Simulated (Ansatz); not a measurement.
SrO, thickness series

Consider SrO in the rock salt structure (space group Fm-3m, No. 225; a = 5.160 Å). Axes: x, y, z lie along the cube axes.

Free-standing slabs (2 atom(s) a layer) normal to the z axis with 15 Å of vacuum; in-plane cell held at bulk.

Computed with r2SCAN in Ansatz (plane waves to 500 eV, PAW, spin-orbit coupling left out), earlier PAW set.

Notes on the quantities. excess energy per area of both faces: slab less bulk energy over the cell's area: twice a surface energy; layer's space group: with vacuum.

| case | band gap | thickness between the outermost nuclei | excess energy per area of both faces | shortest interatomic distance | layer's space group |
|---|---|---|---|---|---|
| base | 3.80 eV | – | – | 2.580 Å | – |
| 1 layer | 2.23 eV | – | – | 2.580 Å | P4/mmm (No. 123) |
| 2 layers | 2.61 eV | 2.52 Å | 1.19 J/m² | 2.429 Å | P4/nmm (No. 129) |
| 3 layers | 2.86 eV | 5.10 Å | 1.27 J/m² | 2.501 Å | P4/mmm (No. 123) |
| 4 layers | 2.90 eV | 7.68 Å | 1.24 J/m² | 2.486 Å | P4/nmm (No. 129) |
| 5 layers | 2.95 eV | 10.26 Å | 1.25 J/m² | 2.488 Å | P4/mmm (No. 123) |
| 6 layers | 2.96 eV | 12.84 Å | 1.25 J/m² | 2.489 Å | P4/nmm (No. 129) |
| 7 layers | 2.97 eV | 15.42 Å | 1.25 J/m² | 2.489 Å | P4/mmm (No. 123) |

Slab and bulk use different k-meshes, which limits the precision of the excess energy. Whether these cells are dynamically stable was not tested.

Ansatz is a quantum-chemistry and plane-wave program.
